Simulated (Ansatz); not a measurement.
# Response to strain in HfO2

Take HfO2 in the fluorite structure (space group Fm-3m, No. 225; a = 5.058 Å) as the base. Axes: x, y, z lie along the cube axes.

Strains are applied to the cell and any free atomic positions relax; under biaxial strain the out-of-plane vector relaxes too.

Method: r2SCAN/PAW in Ansatz (a program for electronic structure), spin-orbit coupling left out.

**Question.** Only one of these has a direct gap. Which?
A. biaxial strain −4.67 %, plane normal [001], relaxed out of plane
B. uniaxial strain ε_yy = +1.30 %
C. strain tensor (xx, yy, zz, yz, xz, xy) = (+1.39, −0.90, −2.04, +0.77, −1.04, +1.56) %

**Answer.** B, uniaxial strain ε_yy = +1.30 %. Computed: biaxial strain −4.67 %, plane normal [001], relaxed out of plane: indirect, X → Γ; strain tensor (xx, yy, zz, yz, xz, xy) = (+1.39, −0.90, −2.04, +0.77, −1.04, +1.56) %: indirect, V → Γ; uniaxial strain ε_yy = +1.30 %: direct at X

With Hf present, leaving out spin-orbit coupling can change the band edges. No phonon test of stability was made. This is not the structure that HfO2 has at room temperature and ambient pressure. Labels are those of the standard path for the cell's own space group.
